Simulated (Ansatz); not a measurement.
**TiB2 (model structure, started from the MoSi2 type, I4/mmm, No. 139, 3 atoms in the cell)**

All values below come from PBEsol (PAW; Ansatz, an electronic-structure program).

Numerical settings: plane-wave cutoff 520 eV, 28×28×28 k mesh, Fermi–Dirac smearing 0.05 eV, no spin polarisation, scalar-relativistic PAW data made under PBE.

Cell (relaxed at this level):

```cif
data_B4Ti2
_chemical_formula_sum 'Ti2 B4'
_space_group_name_H-M_alt 'I4/mmm'
_space_group_IT_number 139
_space_group_name_Hall '-I 4 2'
_cell_length_a 3.16432
_cell_length_b 3.16432
_cell_length_c 5.96340
_cell_angle_alpha 90.000
_cell_angle_beta 90.000
_cell_angle_gamma 90.000
loop_
_atom_site_label
_atom_site_type_symbol
_atom_site_symmetry_multiplicity
_atom_site_Wyckoff_symbol
_atom_site_fract_x
_atom_site_fract_y
_atom_site_fract_z
_atom_site_occupancy
Ti1 Ti 2 a 0.00000 0.00000 0.00000 1
B1 B 4 e 0.00000 0.00000 0.36798 1
```
(The calculation used a cell of 3 atoms; values per cell refer to that cell.)

bulk modulus: 171 GPa

Note: the run has no spin polarisation, so it can have missed a magnetic state; the bulk modulus is −V dP/dV from two relaxed cells at ±2 % in volume; the relaxation could raise the start's symmetry but not lower it, so the cell can be a saddle point.

It cost very roughly 9 core-minutes of CPU time.

A model structure was made by putting elements into a prototype or built by hand; it is no filed structure, need not be a known phase, and can be a saddle point held by its symmetry.
